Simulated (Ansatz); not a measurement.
The cell is made up: elements placed on another compound's structure type, so the phase may be hypothetical.

Tunnelling through a barrier is set by its complex band structure: the current falls as exp(−2κd) with the smallest κ.

Consider the following.

```xyz
12
Lattice="9.5103 0.0000 0.0000 -4.7551 8.2361 0.0000 4.7551 2.7454 3.8826" Properties=species:S:1:pos:R:3 pbc="T T T"
Ga    10.6991     2.0590     2.9119
Ga     2.3776     8.2361     2.9119
Ga     7.1327     2.7454     0.9706
Ga     3.5664     0.6863     0.9706
Ga     3.5664     4.8044     0.9706
Ga     5.9439     6.1771     2.9119
P      3.5664     6.1771     2.9119
P      7.1327     8.2361     2.9119
P      2.3776     2.7454     0.9706
P      5.9439     4.8044     0.9706
P      5.9439     0.6863     0.9706
P      8.3215     2.0590     2.9119
```

Space group of this cell: Pm-3n. The cell was relaxed by PBE-D3(BJ).

Transport runs along the normal of the first two printed cell vectors.

The gap is the functional's own, uncorrected, and κ follows it; spin-orbit coupling is left out. Mid-gap values are interpolated between the computed energies.

Question: Estimate the band gap and the smallest decay constant κ at mid-gap that Ansatz (a first-principles code) with r2SCAN returns for this system.

Answer: Gap 1.13 eV on a 8×8×8 mesh; κ = 0.115 1/Å, at the zone centre.
